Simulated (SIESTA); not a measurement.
**Several settings converged on Al2Cu (I4mm, 3 atoms in the cell)**

```
CELL_PARAMETERS angstrom
     -2.02018     2.02018     2.83684
      2.02018    -2.02018     2.83684
      2.02018     2.02018    -2.83684
ATOMIC_POSITIONS crystal
  Al 0.75000 0.25000 0.50000
  Al 0.25000 0.75000 0.50000
  Cu 0.50881 0.50881 0.00000
```

Base method: LDA PW92, numerical atomic orbitals DZP, PseudoDojo LDA standard norm-conserving potentials (rewritten from UPF to PSML) (SIESTA).

Base settings: XC.functional = LDA; XC.authors = PW92; potentials = PseudoDojo LDA standard; PAO.BasisSize = DZP; PAO.EnergyShift = 0.005 Ry; MeshCutoff = 350 Ry; kgrid.MonkhorstPack = 5 5 5; OccupationFunction = MP; OccupationMPOrder = 0; ElectronicTemperature = 100 meV.

**Shifted k-point meshes**

Only quantities that move along the ladder and can be compared are tabulated.

| kgrid.MonkhorstPack | free energy less the last step's (meV/atom) | pressure (GPa) |
|---|---|---|
| 2 2 2 shifted by 0.5 0.5 0.5 | 7.71 | -1.67 |
| 4 4 4 shifted by 0.5 0.5 0.5 | 8.08 | -1.74 |
| 6 6 6 shifted by 0.5 0.5 0.5 | -1.58 | -1.65 |
| 8 8 8 shifted by 0.5 0.5 0.5 | -2.58 | -1.65 |
| 10 10 10 shifted by 0.5 0.5 0.5 | -0.65 | -1.71 |
| 12 12 12 shifted by 0.5 0.5 0.5 | 0.00 | -1.68 |

Coarsest kgrid.MonkhorstPack that holds the pressure within 0.05 GPa: not settled: the last two steps still differ by 0.04 GPa, over half the tolerance, so the ladder does not show it.

Coarsest kgrid.MonkhorstPack that holds the free energy within 2 meV/atom of the last step, with all finer ones: 10 10 10 shifted by 0.5 0.5 0.5; the step before is off by 2.6 meV/atom.

Two neighbours can agree and both be off: 2 2 2 shifted by 0.5 0.5 0.5 and 4 4 4 shifted by 0.5 0.5 0.5 differ by 0.37 meV/atom in the free energy, yet lie about 8.1 meV/atom from the last step.

**The k-point mesh at a smearing width of 0.05 eV**

In this ladder: ElectronicTemperature = 50 meV.

The second cell is the first with its lattice scaled by 0.98.

Only quantities that move along the ladder and can be compared are tabulated.

```csv
kgrid.MonkhorstPack,free energy less the last step's (meV/atom),energy of the compressed cell less the first (meV/atom),pressure (GPa)
4 4 4,36.52,8.66,-1.17
6 6 6,2.24,9.37,-1.69
7 7 7,4.60,9.41,-1.66
10 10 10,-1.19,9.66,-1.61
15 15 15,0.00,9.34,-1.66
```

Coarsest kgrid.MonkhorstPack that holds the free energy within 5 meV/atom of the last step, with all finer ones: 6 6 6; the step before is off by 37 meV/atom.

Coarsest kgrid.MonkhorstPack that holds the energy of the compressed cell less the first within 0.5 meV/atom: not settled: the last two steps still differ by 0.32 meV/atom, over half the tolerance, so the ladder does not show it.

Coarsest kgrid.MonkhorstPack that holds the pressure within 0.2 GPa of the last step, with all finer ones: 6 6 6; the step before is off by 0.49 GPa.

**The SCF threshold**

In this ladder: SCF.DM.Tolerance = default; SCF.DM.Converge = false; SCF.H.Converge = false; SCF.FreeE.Converge = true.

The mesh stays at the base's, so the ladder's end is converged at best in this setting alone.

Only quantities that move along the ladder and can be compared are tabulated.

| SCF.FreeE.Tolerance | free energy less the last step's (meV/atom) | pressure (GPa) | largest difference of a force vector from the last step's (eV/Å) |
|---|---|---|---|
| 1.0E-01 eV | 53.74 | -3.05 | 0.023 |
| 1.0E-03 eV | 0.04 | -2.10 | 0.000 |
| 1.0E-05 eV | 0.00 | -2.08 | 0.000 |
| 1.0E-07 eV | 0.00 | -2.08 | 0.000 |

Coarsest SCF.FreeE.Tolerance that holds the pressure within 0.2 GPa of the last step, with all finer ones: 1.0E-03 eV; the step before is off by 0.97 GPa.

Coarsest SCF.FreeE.Tolerance that holds the forces within 0.005 eV/Å of the last step, with all finer ones: 1.0E-03 eV; the step before is off by 0.023 eV/Å.

Coarsest SCF.FreeE.Tolerance that holds the free energy within 2 meV/atom of the last step, with all finer ones: 1.0E-03 eV; the step before is off by 54 meV/atom.

On the base run: the starting cell comes from a database of computed structures (which also holds hypothetical and non-ambient phases and stackings), without a prior relaxation at this level. Its lattice was rescaled by up to half a per cent. One atom was moved a little off its site on purpose. Spin polarisation is off. Values carry the incompleteness of an atom-centred basis.

Left out of this page: 1 run of the series stopped by limits of time or memory.
